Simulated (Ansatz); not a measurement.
The starting structures come from a database of crystals and need not be the phases stable at ambient conditions.

Inside the gap of an insulator the Bloch states are evanescent, with a wavenumber k + iκ along the transport direction.

Given:

```
GaSnSrH
1.0
    4.48742     0.00000     0.00000
   -2.24371     3.88622     0.00000
    0.00000     0.00000     5.16552
Sr Ga Sn H
1 1 1 1
Direct
  0.00000   0.00000   0.99846
  0.66667   0.33333   0.60088
  0.33333   0.66667   0.45056
  0.66667   0.33333   0.93940
```

Space group of this cell: P3m1. The cell is taken as given; by r2SCAN its mean pressure is -1.1 GPa.

Transport runs along the normal of the first two printed cell vectors, the (001) plane of the conventional cell.

The gap is the functional's own. No spin-orbit coupling. Mid-gap values are interpolated on the energy grid.

Problem. Predict the band gap and the smallest decay constant κ at mid-gap from r2SCAN in Ansatz (a program for electronic structure).

Solution. Gap 0.72 eV on a 12×12×6 mesh; κ = 0.130 1/Å, at the zone centre.
